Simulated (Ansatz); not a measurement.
The parent structure is TiC in the rock salt structure (space group Fm-3m, No. 225; a = 4.293 Å; relaxed with 0.1 eV smearing). Axes: x, y, z lie along the cube axes.

The values are results of Ansatz (a program for electronic structure) PBEsol, no spin-orbit coupling, not measurements.

Base values:

```
Item                              Value
-----------------------------  --------
Shortest interatomic distance  214.7 pm
```

The change: uniaxial strain ε_zz = −1.50 %, all other strain components held at zero; the atoms relax in the strained cell.

How does this affect the stress, energy relative to the base and shortest interatomic distance?

The stress (xx, yy, zz, yz, xz, xy; compression positive) comes out as (1.9, 1.9, 9.0, 0.0, 0.0, 0.0) GPa; the energy grows by 4.1 meV/atom; the shortest interatomic distance shrinks by 3.22 pm to 211.4 pm.

Stability against distortions was not tested. The final runs are not spin-polarised.
